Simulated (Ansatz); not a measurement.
Levels about the gap of amorphous Ta$_{14}$Zr$_{6}$O$_{47}$ (67 atoms in a cell of 883 Å³, 7.21 g/cm³; zone centre alone, so wide bands show as single levels with stretches between that a denser mesh fills), at the geometry that PBE relaxed, where it gives 0.0 GPa on a denser mesh. The participation number counts the atoms over which a state spreads; weights are charges in smoothed Voronoi cells. The levels come from a single point, so bond lengths are those of that geometry. Method of the levels: r2SCAN, scalar-relativistic without spin-orbit coupling (Ansatz, a quantum-chemistry and plane-wave program). Sampling: the zone centre alone; Fermi-Dirac width 0.02 eV; no spin polarisation. At PBE the levels at the filled edge of the gap are localised (band-tail or defect states).

It comes from a melt-quench run on a machine-learned potential (CHGNet), relaxed afterwards by DFT. O atoms were pushed apart under 1.9 Å during the dynamics, to hinder bonds among them. The hot cell started wider than the set density and was brought back towards it in steps. It is the lowest in DFT energy of 2 quenches. It is a model cell: composition and starting density were chosen by hand, and all elements were melted together. No dispersion term was used. Its density started from a set value of 7.28 and ended at 7.21 g/cm³. The quench (nominally 360 K/ps over its main leg) was far faster than any real one, so the model tends to hold more defects than a real film. Values belong to this one cell and scatter from quench to quench. Volume and shape were free in the relaxation.

```tsv
E - E(highest filled), eV	filling	participation number	largest on	weight O	weight Ta	weight Zr
-0.35	filled	20.6	O, 2 neighbours	0.95	0.04	0.02
-0.32	filled	23.5	O, 2 neighbours	0.95	0.03	0.02
-0.22	filled	15.9	O, 2 neighbours	0.95	0.02	0.02
-0.20	filled	14.4	O, 2 neighbours	0.95	0.03	0.01
-0.09	filled	13.2	O, 2 neighbours	0.95	0.03	0.02
-0.02	filled	8.7	O, 2 neighbours	0.95	0.03	0.02
0.00	filled	11.7	O, 2 neighbours	0.95	0.03	0.02
3.61	empty	12.1	Ta, 6 neighbours	0.34	0.64	0.03
3.72	empty	15.9	Ta, 6 neighbours	0.31	0.65	0.04
3.82	empty	16.0	Ta, 6 neighbours	0.34	0.63	0.03
3.86	empty	17.0	Ta, 6 neighbours	0.31	0.63	0.06
3.96	empty	18.2	Ta, 6 neighbours	0.32	0.60	0.07
4.05	empty	13.5	Ta, 6 neighbours	0.32	0.61	0.06
4.16	empty	21.0	Ta, 6 neighbours	0.32	0.59	0.08
```

Most localised among these is the filled level at -0.02 eV, on a O atom, which has 2 neighbours (Ta 1.86 Å, Zr 2.08 Å).
